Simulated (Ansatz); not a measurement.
We consider cubic perovskite CsSnI₃ (cubic high-temperature phase), described by PBEsol (Ansatz, a quantum-chemistry and plane-wave program, PAW).

Numerical settings: plane-wave cutoff 520 eV, 6×6×6 k mesh, Fermi–Dirac smearing 0.01 eV, scalar-relativistic PAW data made under PBE.

Cell (relaxed at this level):

CsSnI3 has the cubic space group Pm-3m (No. 221), the cubic perovskite structure, Pearson symbol cP5. Cell: a = 6.1360 Å, b = 6.1360 Å, c = 6.1360 Å, α = 90.00°, β = 90.00°, γ = 90.00°. Cs on 1a is coordinated by 12 I at 4.339 Å (cuboctahedral). Sn on 1b is coordinated by 6 I at 3.068 Å (octahedral). I on 3c is coordinated by 2 Sn at 3.068 Å and 4 Cs at 4.339 Å (octahedral). (Neighbours: up to the widest gap in distance over summed covalent radii, below 1.35, at either atom; cation-cation and far metal-metal contacts left out.)

**Question.** What does this level give for the bulk modulus B0, band gap and Γ–Γ gap?

**Answer.** 
- bulk modulus B0: 17.9 GPa
- band gap: 0.11 eV
- Γ–Γ gap: 4.28 eV

Note: the relaxation could not lower the start's symmetry, so the cell can be a saddle point above a distorted one.

Spin–orbit coupling is not included; it can close the smallest gap of 0.11 eV.

Computed values are for the static lattice.

Cost on a shared machine: about 4 core-minutes (a rough figure).
